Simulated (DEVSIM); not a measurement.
Structure: Au/Si3N4/SiO2/p-Si capacitor, at 300 K.

```tsv
layer (left to right)	material	thickness (nm)	Na (cm⁻³)
1	Si3N4	13.0	-
2	SiO2	0.690	-
3	Si	1500	1.4e17
```

Metal gate on the left, work function 5.1 eV. Fixed charge at the semiconductor interface -4.6e10 cm⁻² (in units of +e); interface traps 1e12 cm⁻² eV⁻¹, uniform in energy, neutral level at 0.7 of the gap above the valence band.

Constants are typed, rounded textbook-type inputs, not results; the design itself was drawn at random and stands for no fabricated device. Values at 300 K.

```csv
parameter,Si3N4,SiO2,Si
gap (eV),5.1,9,1.124
affinity (eV),2.1,0.9,4.05
permittivity,7.5,3.9,11.7
Nc (cm⁻³),-,-,2.86e19
Nv (cm⁻³),-,-,3.1e19
```

DEVSIM, 1D Poisson equation in equilibrium, Boltzmann statistics, complete ionisation; no quantum confinement or tunnelling. Metal contacts follow the ideal Schottky-Mott rule: no Fermi-level pinning, no interface dipoles.

Problem. Tabulate band edges, carrier densities and field at 0.8 V on the gate.

Solution. Energies count from the Fermi level of the right contact; mesh points crowd at the junctions.

```json
[
 {"x (μm)": "0.000", "Ec (eV)": "2.200", "Ev (eV)": "-2.900", "n (cm⁻³)": "< 1e2", "p (cm⁻³)": "< 1e2", "field (V/cm)": "180000"},
 {"x (μm)": "0.001269", "Ec (eV)": "2.223", "Ev (eV)": "-2.877", "n (cm⁻³)": "< 1e2", "p (cm⁻³)": "< 1e2", "field (V/cm)": "180000"},
 {"x (μm)": "0.003814", "Ec (eV)": "2.271", "Ev (eV)": "-2.829", "n (cm⁻³)": "< 1e2", "p (cm⁻³)": "< 1e2", "field (V/cm)": "180000"},
 {"x (μm)": "0.008076", "Ec (eV)": "2.349", "Ev (eV)": "-2.751", "n (cm⁻³)": "< 1e2", "p (cm⁻³)": "< 1e2", "field (V/cm)": "180000"},
 {"x (μm)": "0.01174", "Ec (eV)": "2.417", "Ev (eV)": "-2.683", "n (cm⁻³)": "< 1e2", "p (cm⁻³)": "< 1e2", "field (V/cm)": "180000"},
 {"x (μm)": "0.01304", "Ec (eV)": "3.642", "Ev (eV)": "-5.358", "n (cm⁻³)": "< 1e2", "p (cm⁻³)": "< 1e2", "field (V/cm)": "360000"},
 {"x (μm)": "0.01350", "Ec (eV)": "3.658", "Ev (eV)": "-5.342", "n (cm⁻³)": "< 1e2", "p (cm⁻³)": "< 1e2", "field (V/cm)": "360000"},
 {"x (μm)": "0.01524", "Ec (eV)": "0.536", "Ev (eV)": "-0.588", "n (cm⁻³)": "2.9e10", "p (cm⁻³)": "4.1e9", "field (V/cm)": "140000"},
 {"x (μm)": "0.01863", "Ec (eV)": "0.580", "Ev (eV)": "-0.544", "n (cm⁻³)": "5.1e9", "p (cm⁻³)": "2.3e10", "field (V/cm)": "130000"},
 {"x (μm)": "0.02582", "Ec (eV)": "0.667", "Ev (eV)": "-0.457", "n (cm⁻³)": "1.8e8", "p (cm⁻³)": "6.5e11", "field (V/cm)": "110000"},
 {"x (μm)": "0.04248", "Ec (eV)": "0.824", "Ev (eV)": "-0.300", "n (cm⁻³)": "410000", "p (cm⁻³)": "2.8e14", "field (V/cm)": "76000"},
 {"x (μm)": "0.09805", "Ec (eV)": "0.982", "Ev (eV)": "-0.142", "n (cm⁻³)": "920", "p (cm⁻³)": "1.3e17", "field (V/cm)": "2400"},
 {"x (μm)": "0.1988", "Ec (eV)": "0.984", "Ev (eV)": "-0.140", "n (cm⁻³)": "830", "p (cm⁻³)": "1.4e17", "field (V/cm)": "≈ 0"},
 {"x (μm)": "0.4183", "Ec (eV)": "0.984", "Ev (eV)": "-0.140", "n (cm⁻³)": "830", "p (cm⁻³)": "1.4e17", "field (V/cm)": "≈ 0"},
 {"x (μm)": "1.031", "Ec (eV)": "0.984", "Ev (eV)": "-0.140", "n (cm⁻³)": "830", "p (cm⁻³)": "1.4e17", "field (V/cm)": "≈ 0"},
 {"x (μm)": "1.293", "Ec (eV)": "0.984", "Ev (eV)": "-0.140", "n (cm⁻³)": "830", "p (cm⁻³)": "1.4e17", "field (V/cm)": "≈ 0"},
 {"x (μm)": "1.413", "Ec (eV)": "0.984", "Ev (eV)": "-0.140", "n (cm⁻³)": "830", "p (cm⁻³)": "1.4e17", "field (V/cm)": "≈ 0"},
 {"x (μm)": "1.470", "Ec (eV)": "0.984", "Ev (eV)": "-0.140", "n (cm⁻³)": "830", "p (cm⁻³)": "1.4e17", "field (V/cm)": "≈ 0"},
 {"x (μm)": "1.499", "Ec (eV)": "0.984", "Ev (eV)": "-0.140", "n (cm⁻³)": "830", "p (cm⁻³)": "1.4e17", "field (V/cm)": "≈ 0"},
 {"x (μm)": "1.508", "Ec (eV)": "0.984", "Ev (eV)": "-0.140", "n (cm⁻³)": "830", "p (cm⁻³)": "1.4e17", "field (V/cm)": "≈ 0"},
 {"x (μm)": "1.512", "Ec (eV)": "0.984", "Ev (eV)": "-0.140", "n (cm⁻³)": "830", "p (cm⁻³)": "1.4e17", "field (V/cm)": "≈ 0"},
 {"x (μm)": "1.514", "Ec (eV)": "0.984", "Ev (eV)": "-0.140", "n (cm⁻³)": "830", "p (cm⁻³)": "1.4e17", "field (V/cm)": "≈ 0"}
]
```
